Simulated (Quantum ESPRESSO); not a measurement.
A user runs Quantum ESPRESSO on Mg₂Cu (Ibam, 6 atoms in the cell) and asks whether the run is sound. The aim is a self-consistent single point with DFT, PBEsol, plane waves, SSSP 1.1.2 efficiency (PBE) pseudopotentials.

Cell that was meant: a = 5.2894 Å, b = 5.2894 Å, c = 5.2894 Å, α = 78.66°, β = 120.62°, γ = 72.90°.

Part of the input:

```fortran
 occupations = 'smearing',
 smearing = 'gaussian',
 degauss = 0.0073499,
 tot_charge = -1,
 input_dft = 'pbesol',
/
&ELECTRONS
```

The program printed (abridged):

```
     file Mg.pbe-n-kjpaw_psl.0.3.0.UPF: wavefunction(s)  3S renormalized
     G-vector sticks info
     --------------------
   [... lines left out ...]
        k(    1) = (   0.0000000   0.0000000   0.2398919), wk =   0.0320000
        k(    2) = (   0.0000000  -0.1874907   0.4797838), wk =   0.0640000
        k(    3) = (   0.0000000   0.5624721  -0.4797838), wk =   0.0640000
   [... 24 lines left out ...]

     Dense  grid:   100703 G-vectors     FFT dimensions: (  64,  64,  64)

     Smooth grid:    35577 G-vectors     FFT dimensions: (  48,  45,  48)

     Initial potential from superposition of free atoms

     starting charge      43.9963, renormalised to      47.0000
     Self-consistent Calculation

     iteration #  1     ecut=    50.00 Ry     beta= 0.70

     total energy              =    -848.04429147 Ry
     estimated scf accuracy    <     113.50668502 Ry

     iteration #  2     ecut=    50.00 Ry     beta= 0.70

     total energy              =    -944.88949102 Ry
     estimated scf accuracy    <     200.77901698 Ry

     iteration #  3     ecut=    50.00 Ry     beta= 0.70

     total energy              =    -943.20165585 Ry
     estimated scf accuracy    <      48.91477778 Ry

   [... 21 blocks of this kind left out ...]

     iteration # 25     ecut=    50.00 Ry     beta= 0.70
     c_bands:  1 eigenvalues not converged
     c_bands:  4 eigenvalues not converged
     c_bands:  2 eigenvalues not converged
     c_bands:  5 eigenvalues not converged
     c_bands:  4 eigenvalues not converged
     c_bands:  5 eigenvalues not converged
     c_bands:  2 eigenvalues not converged
     c_bands:  5 eigenvalues not converged

     total energy              =    -937.35785984 Ry
     estimated scf accuracy    <          3.3E-10 Ry

     iteration # 26     ecut=    50.00 Ry     beta= 0.70
     End of self-consistent calculation

     the Fermi energy is     6.6394 ev

!    total energy              =    -937.35785984 Ry
     estimated scf accuracy    <          3.7E-12 Ry
     smearing contrib. (-TS)   =      -0.00071401 Ry
     internal energy E=F+TS    =    -937.35714583 Ry

     convergence has been achieved in  26 iterations

     Forces acting on atoms (cartesian axes, Ry/au):

     atom    1 type  1   force =    -0.00275101   -0.00078938    0.00000000
     atom    2 type  1   force =     0.00275101    0.00078938    0.00000000
     atom    3 type  1   force =    -0.00275101    0.00078938    0.00000000
     atom    4 type  1   force =     0.00275101   -0.00078938    0.00000000
   [... lines left out ...]

     Total force =     0.005724     Total SCF correction =     0.000000

          total   stress  (Ry/bohr**3)                   (kbar)     P=      107.40
   0.00075608  -0.00000000  -0.00000000          111.22       -0.00       -0.00
  -0.00000000   0.00079456   0.00000000           -0.00      116.88        0.00
  -0.00000000   0.00000000   0.00063972           -0.00        0.00       94.11

   JOB DONE.
```

### Question
Can these results be used? Check the input.

### Answer
The run is not sound. The fault is an unintended net charge. A charged periodic cell changes the electron count and is neutralised by a uniform background, so energy, forces and pressure belong to another system. To fix it, remove the charge. The run converged in 26 iterations without an error; against the sound input the pressure goes from -2.83 to 10.74 GPa and the largest force goes from 0.085 to 0.074 eV/Å. The full log also holds: “c_bands:  5 eigenvalues not converged”.

An input that runs soundly differs in these lines (not the only fix; some lines may just follow from the change or write a value another way):
```diff
- tot_charge = -1,
```

With that input, the run converged in 33 iterations: free energy E − TS -12759.8573 eV; Fermi level (on the code's own zero) 6.29 eV; pressure -2.83 GPa; largest force (vector length) 0.085 eV/Å (DFT, PBEsol, plane waves, SSSP 1.1.2 efficiency (PBE) pseudopotentials).

On the sound input: the starting cell comes from a database of computed structures (which also holds hypothetical and non-ambient phases and stackings), without a prior relaxation at this level. Spin polarisation is off.
